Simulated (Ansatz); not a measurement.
## What isotropic strain −5.13 % does to PbZrO3

The parent structure is PbZrO3 in the cubic perovskite structure (space group Pm-3m, No. 221; a = 4.141 Å; a cell from a computed database, its experimental status unchecked).

Now apply this change: an isotropic linear strain of −5.13 %; the atoms relax in the strained cell.

Calculations: PBEsol (Ansatz, a quantum-chemistry and plane-wave program, PAW, no spin-orbit coupling). Settings: 8×8×8 k-points, 0.05 eV Fermi–Dirac smearing.

The volume per atom drops by 2.076 Å³ to 12.13 Å³ and the shortest interatomic distance shrinks by 0.1062 Å to 1.964 Å. The energy rises by 0.212 eV/atom and the pressure grows by 37.75 GPa to 37.74 GPa. The band gap goes up by 0.01 eV (2.34 eV → 2.35 eV) and the width of the top valence band rises by 0.51 eV, from 0.83 eV to 1.34 eV. The electron mass changes from 0.19 mₑ along k, 0.33 mₑ across (at X) to 0.16 mₑ along k, 0.32 mₑ across (at X) and the hole mass comes out as 0.19 mₑ along k, 0.72 mₑ across (at X). The valley order (the lowest conduction-band minima on the path, energy above the VBM, named in the base's zone) becomes X along ⟨100⟩ 2.35 eV; a point along ⟨111⟩, about 0.7 Å⁻¹ from Γ 3.12 eV; Γ 3.64 eV; a point along ⟨110⟩, about 0.6 Å⁻¹ from Γ 4.02 eV (base: X along ⟨100⟩ 2.34 eV; a point along ⟨111⟩, about 0.7 Å⁻¹ from Γ 3.09 eV; Γ 3.69 eV; a point along ⟨110⟩, about 0.6 Å⁻¹ from Γ 3.77 eV).

Cost of the whole job for the changed cell (relaxation, final SCF and bands): around 16 core-seconds (rough).

Spin-orbit coupling, missing from the scalar runs, can matter with Pb. Effective masses come from finite differences of ±0.01 Å⁻¹. Along k means along the line from Γ to the band edge. Stability against distortions was not tested. Many cubic perovskites are stable only at high temperature; tilts and polar distortions were not tested.
